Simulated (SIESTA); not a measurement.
Band structure of Br (Cmce, 4 atoms in the cell).

```
Br
1.0
    2.25590    -3.35868     0.00000
    2.25590     3.35868     0.00000
    0.00000     0.00000     8.78191
Br
4
Direct
  0.86100   0.86100   0.88900
  0.63900   0.63900   0.38900
  0.36100   0.36100   0.61100
  0.13900   0.13900   0.11100
```

Method: GGA PBE, numerical atomic orbitals DZP, PseudoDojo PBE standard norm-conserving potentials (rewritten from UPF to PSML) (SIESTA 5.4.2).

Settings: XC.functional = GGA; XC.authors = PBE; potentials = PseudoDojo PBE standard; PAO.BasisSize = DZP; PAO.EnergyShift = 0.005 Ry; MeshCutoff = 300 Ry; kgrid.MonkhorstPack = 5 5 2; OccupationFunction = FD; ElectronicTemperature = 20 meV; MaxSCFIterations = 150; SCF.Mixer.Method = Broyden; SCF.Mixer.Weight = 0.1; SCF.Mixer.History = 6; SCF.DM.Tolerance = 1.0E-05.

The starting cell has typed, rounded lattice constants, without a prior relaxation at this level. Its lattice was rescaled by a random factor within 2.5 % of one. Values carry the incompleteness of an atom-centred basis.

Predict the gap along the standard path and the places of the band edges.

The gap along the path is 1.64 eV, from R to Y; the smallest direct gap on it is 1.66 eV. Another conduction valley lies within 0.1 eV, so the order of the valleys is not sure.

Levels in eV from the top of the valence band on the path, bands 11 to 15:
```tsv
point	11	12	13	14	15
Γ	-0.97	-0.43	-0.04	0.00	1.66
X	-1.19	-0.89	-0.44	-0.07	1.91
S	-0.92	-0.92	-0.27	-0.27	2.35
R	-0.55	-0.55	0.00	0.00	2.00
A	-0.57	-0.57	-0.51	-0.51	2.00
Z	-0.91	-0.91	-0.02	-0.02	2.00
Y	-1.42	-1.20	-0.50	-0.07	1.64
X1	-1.19	-0.89	-0.44	-0.07	1.91
A1	-0.57	-0.57	-0.51	-0.51	2.00
T	-1.02	-1.02	-0.68	-0.68	1.82
```

Higher empty bands are left out: an atom-centred basis made for the valence describes them poorly.
